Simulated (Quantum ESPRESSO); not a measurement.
A self-consistent single point of MgB₁₂C₂ (Imma, 30 atoms in the cell) with Quantum ESPRESSO.

Method: BLYP, GBRV 1.5 ultrasoft (PBE) pseudopotentials (plane waves; Quantum ESPRESSO).

```
Mg(B6C)2
1.0
    2.80215     4.90348     3.95907
   -2.80215     4.90348     3.95907
   -2.80215    -4.90348     3.95907
Mg B C
2 24 4
Direct
  0.36278   0.25000   0.11278
  0.63722   0.75000   0.88722
  0.68768   0.67540   0.53300
  0.31232   0.32460   0.46700
  0.20840   0.82460   0.86308
  0.79160   0.17540   0.13692
  0.79160   0.84532   0.46700
  0.20840   0.15468   0.53300
  0.31232   0.65468   0.13692
  0.68768   0.34532   0.86308
  0.18139   0.59366   0.58773
  0.81861   0.40634   0.41227
  0.18139   0.90634   0.27505
  0.81861   0.09366   0.72495
  0.32196   0.90255   0.09645
  0.67804   0.09745   0.90355
  0.99900   0.59745   0.72451
  0.00100   0.40255   0.27549
  0.00100   0.77449   0.90355
  0.99900   0.22551   0.09645
  0.67804   0.72551   0.27549
  0.32196   0.27449   0.72451
  0.97929   0.66707   0.31222
  0.02071   0.33293   0.68778
  0.97929   0.83293   0.14636
  0.02071   0.16707   0.85364
  0.37093   0.66187   0.70906
  0.62907   0.33813   0.29094
  0.37093   0.83813   0.53280
  0.62907   0.16187   0.46720
```

Reference input (self-consistent single point, DFT, PBEsol, plane waves, GBRV 1.5 ultrasoft (PBESOL) pseudopotentials): ecutwfc = 40 Ry; ecutrho = 200 Ry; occupations = fixed; potentials = {Mg: mg_pbesol_v1.4.uspp.F.UPF, B: b_pbesol_v1.4.uspp.F.UPF, C: c_pbesol_v1.2.uspp.F.UPF}; K_POINTS = automatic 6 6 6 0 0 0; nbnd = 58; conv_thr = 1e-09 Ry. This run's input differs from it in these lines:

```diff
@@ -19,2 +19,3 @@
     nbnd = 58,
+    input_dft = 'blyp',
 /
@@ -24,5 +25,5 @@
 ATOMIC_SPECIES
-Mg    24.3050  mg_pbesol_v1.4.uspp.F.UPF
-B     10.8100  b_pbesol_v1.4.uspp.F.UPF
-C     12.0110  c_pbesol_v1.2.uspp.F.UPF
+Mg    24.3050  mg_pbe_v1.4.uspp.F.UPF
+B     10.8100  b_pbe_v1.4.uspp.F.UPF
+C     12.0110  c_pbe_v1.2.uspp.F.UPF
 ATOMIC_POSITIONS {crystal}
```

Output, abridged:

```
     Self-consistent Calculation

     iteration #  1     ecut=    40.00 Ry     beta= 0.70

     total energy              =    -448.05024215 Ry
     estimated scf accuracy    <       2.57033384 Ry

     iteration #  2     ecut=    40.00 Ry     beta= 0.70

     total energy              =    -448.49515023 Ry
     estimated scf accuracy    <       0.50631159 Ry

     iteration #  3     ecut=    40.00 Ry     beta= 0.70

     total energy              =    -448.61872706 Ry
     estimated scf accuracy    <       0.09986474 Ry

   [... 6 blocks of this kind left out ...]

     iteration # 10     ecut=    40.00 Ry     beta= 0.70

     total energy              =    -448.64320336 Ry
     estimated scf accuracy    <       0.00000003 Ry

     iteration # 11     ecut=    40.00 Ry     beta= 0.70
     End of self-consistent calculation

     highest occupied, lowest unoccupied level (ev):     9.6702   12.0238

!    total energy              =    -448.64320336 Ry
     estimated scf accuracy    <          4.3E-10 Ry

     convergence has been achieved in  11 iterations

     Forces acting on atoms (cartesian axes, Ry/au):

     atom    1 type  1   force =    -0.00000000    0.00000000   -0.00172727
     atom    2 type  1   force =     0.00000000    0.00000000    0.00172727
     atom    3 type  2   force =     0.00241724   -0.00117223    0.00082830
     atom    4 type  2   force =    -0.00241724    0.00117223   -0.00082830
     atom    5 type  2   force =    -0.00241724    0.00117223    0.00082830
   [... 21 lines left out ...]
     atom   27 type  3   force =    -0.00000000   -0.00691878    0.00225131
   [... lines left out ...]

     Total force =     0.021910     Total SCF correction =     0.000034

          total   stress  (Ry/bohr**3)                   (kbar)     P=       59.70
   0.00042692  -0.00000000   0.00000000           62.80       -0.00        0.00
  -0.00000000   0.00042638  -0.00000000           -0.00       62.72       -0.00
   0.00000000   0.00000000   0.00036416            0.00        0.00       53.57

   JOB DONE.
```

The run converged in 11 iterations. Against the reference run the pressure goes from -1.41 to 5.97 GPa, the largest force goes from 0.201 to 0.187 eV/Å and the gap on the mesh goes from 2.072 to 2.354 eV.

The starting cell comes from a database of computed structures (which also holds hypothetical and non-ambient phases and stackings), without a prior relaxation at this level. With a pressure of about 6 GPa the cell is away from its equilibrium volume at this level.

Cost on one core of a shared machine: roughly 10 min.
